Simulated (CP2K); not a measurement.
## CP2K run on CrAgP₂Se₆ (C2, 10 atoms in the cell): self-consistent single point

Method of the run: CP2K with PBEsol, GPW, DZVP-MOLOPT-SR-GTH basis, GTH-PBE potentials (GTH_POTENTIALS).

The input file:

```
&GLOBAL
  PROJECT calc
  RUN_TYPE ENERGY_FORCE
  PRINT_LEVEL LOW
&END GLOBAL
&FORCE_EVAL
  METHOD Quickstep
  STRESS_TENSOR ANALYTICAL
  &DFT
    BASIS_SET_FILE_NAME BASIS_MOLOPT
    POTENTIAL_FILE_NAME GTH_POTENTIALS
    UKS T
    MULTIPLICITY 4
    &QS
      METHOD GPW
      EPS_DEFAULT 1E-11
    &END QS
    &MGRID
      CUTOFF 600
      REL_CUTOFF 40
      NGRIDS 5
    &END MGRID
    &SCF
      SCF_GUESS ATOMIC
      EPS_SCF 1E-7
      MAX_SCF 100
      ADDED_MOS 12 12
      &DIAGONALIZATION
        ALGORITHM STANDARD
      &END DIAGONALIZATION
      &MIXING
        METHOD BROYDEN_MIXING
        ALPHA 0.3
        NBUFFER 8
        BETA 1
      &END MIXING
      &SMEAR ON
        METHOD FERMI_DIRAC
        ELECTRONIC_TEMPERATURE [K] 116.05
      &END SMEAR
    &END SCF
    &KPOINTS
      SCHEME MONKHORST-PACK 3 3 3
    &END KPOINTS
    &XC
      &XC_FUNCTIONAL
        &PBE
          PARAMETRIZATION PBESOL
        &END PBE
      &END XC_FUNCTIONAL
    &END XC
    &PRINT
      &MO
        EIGENVALUES T
        OCCUPATION_NUMBERS T
        NDIGITS 8
        FILENAME mo
        &EACH
          QS_SCF 0
        &END EACH
        ADD_LAST NUMERIC
      &END MO
      &MULLIKEN ON
      &END MULLIKEN
    &END PRINT
  &END DFT
  &SUBSYS
    &CELL
      ABC 6.38107300 6.38107231 7.35059979
      ALPHA_BETA_GAMMA 98.03531373 98.03532194 119.99816326
      PERIODIC XYZ
    &END CELL
    &COORD
      Cr       3.18746900     1.84389625     0.00000000
      Ag      -0.00173214     3.68525041     0.00000000
      P        0.00310036    -0.00081917     1.11000675
      P        2.16548064     3.74439446     5.94751325
      Se       2.14144660     0.23666068     1.70474396
      Se       3.02892691     1.77376487     5.35277604
      Se      -1.27531730     1.73582335     1.70629661
      Se       0.02230279     3.98328401     5.35122339
      Se       2.32417726     3.55352596     1.70015657
      Se       0.24774388    -0.04282782     5.35736343
    &END COORD
    &KIND Cr
      BASIS_SET DZVP-MOLOPT-SR-GTH-q14
      POTENTIAL GTH-PBE-q14
      MAGNETIZATION 3
    &END KIND
    &KIND Ag
      BASIS_SET DZVP-MOLOPT-SR-GTH-q11
      POTENTIAL GTH-PBE-q11
    &END KIND
    &KIND P
      BASIS_SET DZVP-MOLOPT-SR-GTH-q5
      POTENTIAL GTH-PBE-q5
    &END KIND
    &KIND Se
      BASIS_SET DZVP-MOLOPT-SR-GTH-q6
      POTENTIAL GTH-PBE-q6
    &END KIND
  &END SUBSYS
  &PRINT
    &FORCES ON
    &END FORCES
    &STRESS_TENSOR ON
    &END STRESS_TENSOR
  &END PRINT
&END FORCE_EVAL
```

Log, with long lists cut:

```
 GLOBAL| Method name                                                        CP2K
 GLOBAL| Project name                                                       calc
 GLOBAL| Run type                                                   ENERGY_FORCE

 *** WARNING in qs_environment.F:2234 :: Kpoints: Different number of MOs   ***
 *** requested. The number of beta MOs will be set to the number alpha MOs. ***

 TOTAL NUMBERS AND MAXIMUM NUMBERS

  Total number of            - Atomic kinds:                                   4
                             - Atoms:                                         10
                             - Shell sets:                                    10
                             - Shells:                                        55
                             - Primitive Cartesian functions:                 43
                             - Cartesian basis functions:                    173
                             - Spherical basis functions:                    155

  Maximum angular momentum of- Orbital basis functions:                        3
                             - Local part of the GTH pseudopotential:          2
                             - Non-local part of the GTH pseudopotential:      4

 SCF PARAMETERS         Density guess:                                    ATOMIC
                        max_scf:                                             100
                        max_diis:                                              4
                        eps_scf:                                        1.00E-07
                        eps_diis:                                       1.00E-01
                        eps_eigval:                                     1.00E-05
                        level_shift [a.u.]:                             0.000000
                        added MOs                                        12   12
                        Mixing method:                            BROYDEN_MIXING
                                                charge density mixing in g-space
                        Smear method:                                FERMI_DIRAC
                        Electronic temperature [K]:                        116.0
                        Electronic temperature [a.u.]:                  3.68E-04
                        Accuracy threshold:                             1.00E-10
                        No outer SCF

 Extrapolation method: initial_guess

 Spin 1

 Number of electrons:                                                         37
 Number of occupied orbitals:                                                 37
 Number of molecular orbitals:                                                49

 Spin 2

 Number of electrons:                                                         34
 Number of occupied orbitals:                                                 34
 Number of molecular orbitals:                                                49

 Number of orbital functions:                                                155
 Number of independent orbital functions:                                    155

 SCF WAVEFUNCTION OPTIMIZATION

  Step     Update method      Time    Convergence         Total energy    Change
     1 NoMix/Diag. 0.30E+00      -     0.59037869      -193.8354707345 -1.94E+02
     2 Broy./Diag. 0.30E+00      -     0.57202065      -200.2289174199 -6.39E+00
     3 Broy./Diag. 0.30E+00      -     0.32097800      -187.2009054514  1.30E+01
     4 Broy./Diag. 0.30E+00      -     0.03107453      -194.3455581533 -7.14E+00
     5 Broy./Diag. 0.30E+00      -     0.02892652      -193.6406548654  7.05E-01
     6 Broy./Diag. 0.30E+00      -     0.01532202      -193.1281784277  5.12E-01
     7 Broy./Diag. 0.30E+00      -     0.00282957      -193.4264733572 -2.98E-01
   [... 21 lines left out ...]
    29 Broy./Diag. 0.30E+00      -     0.00000019      -193.3475854266  6.91E-06
    30 Broy./Diag. 0.30E+00      -     0.00000017      -193.3475857703 -3.44E-07
    31 Broy./Diag. 0.30E+00      -     0.00000017      -193.3475839917  1.78E-06
    32 Broy./Diag. 0.30E+00      -     0.00000021      -193.3475826291  1.36E-06
    33 Broy./Diag. 0.30E+00      -     0.00000005      -193.3475844979 -1.87E-06

  *** SCF run converged in    33 steps ***

  Electronic density on regular grids:        -70.9999999994        0.0000000006
  Core density on regular grids:               70.9999999989       -0.0000000011
  Total charge density on r-space grids:       -0.0000000005
  Total charge density g-space grids:          -0.0000000005

  Overlap energy of the core charge distribution:               0.00000001053277
  Self energy of the core charge distribution:               -361.59443935914169
  Core Hamiltonian energy:                                     94.36442612508591
  Hartree energy:                                             105.14129831684988
  Exchange-correlation energy:                                -31.25886959127617
  Electronic entropic energy:                                  -0.00000000000000
  Fermi energy:                                                 0.15254780033590

  Total energy:                                              -193.34758449794933
  Total energy (extrapolated to T->0):                       -193.34758449794933

  Integrated spin density:                                          2.9999999996
  Integrated absolute spin density:                                 3.6708006658

                     Mulliken Population Analysis

 #  Atom  Element  Kind  Atomic population (alpha,beta) Net charge  Spin moment
       1     Cr       1         8.616325     5.329879     0.053796     3.286446
       2     Ag       2         5.620615     5.605329    -0.225944     0.015286
       3     P        3         2.514414     2.486152    -0.000566     0.028262
       4     P        3         2.514414     2.486152    -0.000566     0.028262
       5     Se       4         2.955175     3.014210     0.030615    -0.059036
       6     Se       4         2.955175     3.014210     0.030615    -0.059036
       7     Se       4         2.954144     3.014748     0.031109    -0.060604
       8     Se       4         2.954144     3.014748     0.031109    -0.060604
       9     Se       4         2.957798     3.017286     0.024916    -0.059487
      10     Se       4         2.957798     3.017286     0.024916    -0.059487
 # Total charge and spin       37.000000    34.000000     0.000000     3.000000

 ENERGY| Total FORCE_EVAL ( QS ) energy [hartree]           -193.347584158735145

 FORCES| Atomic forces [hartree/bohr]
 FORCES|   Atom     x               y               z               |f|
 FORCES|      1  1.01819823E-03 -5.87892623E-04 -5.07021036E-09   1.17573185E-03
 FORCES|      2 -1.07657493E-04  6.21568648E-05 -2.85100254E-10   1.24312556E-04
 FORCES|      3 -8.07299497E-04  6.92683741E-04 -2.20953432E-03   2.45226123E-03
 FORCES|      4 -1.00353554E-03  3.52868250E-04  2.20953400E-03   2.45227243E-03
 FORCES|      5  4.99819814E-03  1.05575788E-04 -1.92144729E-03   5.35584639E-03
 FORCES|      6  2.40753343E-03 -4.38145943E-03  1.92144185E-03   5.35586994E-03
 FORCES|      7 -2.29951255E-03  3.43224273E-03 -2.23247042E-03   4.69595276E-03
 FORCES|      8 -4.12212818E-03  2.75445194E-04  2.23247174E-03   4.69592811E-03
 FORCES|      9 -2.38533869E-03 -4.10021560E-03 -1.51100957E-03   4.97842933E-03
 FORCES|     10  2.35834729E-03  4.11579739E-03  1.51101937E-03   4.97843044E-03
 FORCES| Sum     5.68051426E-05 -3.27976960E-05 -1.39557419E-12
 FORCES| Total atomic force                                       6.55935446E-05

 STRESS| Analytical stress tensor [bar]
 STRESS|                        x                   y                   z
 STRESS|      x       -1.27189126937E+04   3.24764408922E+02   1.09809134672E+02
 STRESS|      y        3.24764408922E+02  -1.23438145589E+04   1.90175725639E+02
 STRESS|      z        1.09809134672E+02   1.90175725639E+02  -1.22275696495E+04
 STRESS| 1/3 Trace                                            -1.24300989674E+04
```

The run converged in 33 iterations.

The starting cell comes from a database of computed structures (which also holds hypothetical and non-ambient phases and stackings), without a prior relaxation at this level. With one magnetic atom in the cell only a parallel order is possible. Values carry the incompleteness of an atom-centred basis. The potentials were made for another functional than the one used.

Cost on one core of a shared machine: roughly 5 min.
